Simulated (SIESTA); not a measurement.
SIESTA run on CrO2 (P4_2/mnm, 6 atoms in the cell): self-consistent single point.

Method: GGA PBEsol, numerical atomic orbitals TZP, PseudoDojo PBEsol standard norm-conserving potentials (rewritten from UPF to PSML) run with SIESTA.

```
CELL_PARAMETERS angstrom
      4.45328     0.00000     0.00000
      0.00000     4.45328     0.00000
      0.00000     0.00000     2.94303
ATOMIC_POSITIONS crystal
  Cr 0.00000 0.00000 0.50000
  Cr 0.50000 0.50000 0.00000
  O  0.19726 0.19726 0.00000
  O  0.80274 0.80274 0.00000
  O  0.30274 0.69726 0.50000
  O  0.69726 0.30274 0.50000
```
Moments meant for the start (each program seeds them in its own way; μB, in the order of the atoms Cr Cr O O O O): 3.0 3.0 0.0 0.0 0.0 0.0.

Reference input (self-consistent single point, DFT, GGA PBE, numerical atomic orbitals TZP, PseudoDojo PBE standard norm-conserving potentials (rewritten from UPF to PSML)): XC.functional = GGA; XC.authors = PBE; potentials = PseudoDojo PBE standard; PAO.BasisSize = TZP; PAO.EnergyShift = 0.01 Ry; MeshCutoff = 350 Ry; kgrid.MonkhorstPack = 5 5 7; OccupationFunction = MP; OccupationMPOrder = 0; ElectronicTemperature = 272 meV; Spin = polarized; DM.InitSpin = [1 +3.00, 2 +3.00, 3 +0.00, 4 +0.00, 5 +0.00, 6 +0.00]. This run's input differs from it in these lines:

```diff
@@ -1,2 +1,2 @@
-# files in the folder: Cr.psml O.psml (PseudoDojo PBE standard)
+# files in the folder: Cr.psml O.psml (PseudoDojo PBEsol standard)
 SystemName  CrO2
@@ -27,3 +27,3 @@
 XC.functional                GGA
-XC.authors                   PBE
+XC.authors                   PBEsol
 PAO.BasisSize                TZP
```

Log, with long lists cut:

```
        iscf     Eharris(eV)        E_KS(eV)     FreeEng(eV)     dDmax    Ef(eV) dHmax(eV)
   scf:    1    -6455.148507    -6577.181432    -6577.322242  0.513758  0.873616 30.342658
     spin moment: {S} , |S| = {        0.0        0.0    3.99521 }     3.99521
   scf:    2    -6626.167423    -6603.187771    -6603.331431  0.205631 -0.959290 22.090567
     spin moment: {S} , |S| = {        0.0        0.0    3.99999 }     3.99999
   scf:    3    -6496.007871    -6600.558178    -6600.677105  0.389442 -4.646193 17.382610
     spin moment: {S} , |S| = {        0.0        0.0    3.57831 }     3.57831
   [... lines left out ...]
     spin moment: {S} , |S| = {        0.0        0.0    3.99999 }     3.99999
   scf:   15    -6632.770504    -6632.770420    -6632.830007  0.000382 -4.795834  0.012782
     spin moment: {S} , |S| = {        0.0        0.0    3.99999 }     3.99999
   scf:   16    -6632.770483    -6632.770454    -6632.830018  0.000097 -4.796480  0.004815
     spin moment: {S} , |S| = {        0.0        0.0    3.99999 }     3.99999
   scf:   17    -6632.770483    -6632.770469    -6632.830020  0.000059 -4.796861  0.000541
     spin moment: {S} , |S| = {        0.0        0.0    3.99999 }     3.99999
SCF Convergence by DM+H criterion
max |DM_out - DM_in|         :     0.0000593126
max |H_out - H_in|      (eV) :     0.0005414384
SCF cycle converged after 17 iterations

Using DM_out to compute the final energy and forces

siesta: E_KS(eV) =            -6632.7705

siesta: E_KS - E_eggbox =     -6632.7705

siesta: Atomic forces (eV/Ang):
     1   -0.000000   -0.000000    0.000000
     2    0.000000   -0.000000    0.000000
     3   -0.153938   -0.153938   -0.000000
     4    0.153938    0.153938   -0.000000
     5    0.153926   -0.153926   -0.000000
     6   -0.153926    0.153926   -0.000000
   Tot   -0.000000   -0.000000   -0.000000
   Max    0.153938
   Res    0.102621    sqrt( Sum f_i^2 / 3N )
   Max    0.153938    constrained

   [... lines left out ...]
siesta: FreeEng =     -6632.830020
siesta: Cell volume =         58.365329 Ang**3
siesta:        -144.88303442       -147.53001606  kBar
   [... lines left out ...]

mulliken: Qtot =       24.000

Mulliken Atomic Populations:
Atom #   charge [q] valence [e]      Sz [e]  Species
     1     0.548888   13.451112    2.254123  Cr
     2     0.548886   13.451114    2.254124  Cr
     3    -0.274443    6.274443   -0.127065  O
     4    -0.274443    6.274443   -0.127065  O
     5    -0.274443    6.274443   -0.127065  O
     6    -0.274443    6.274443   -0.127065  O
 Total     0.000000                3.999988
```

The run converged in 17 iterations. Against the reference run the pressure goes from -5.85 to -14.49 GPa, the largest force goes from 0.142 to 0.218 eV/Å and the size of the net moment stays at 0.67 μB/atom.

The starting cell comes from a database of computed structures (which also holds hypothetical and non-ambient phases and stackings), without a prior relaxation at this level. Its lattice was rescaled by a random factor within 2.5 % of one. The magnetic order is the one reached from the typed start; others were not searched systematically. Values carry the incompleteness of an atom-centred basis. With a pressure of about -14 GPa the cell is away from its equilibrium volume at this level.

Cost on one core of a shared machine: roughly 2 min.
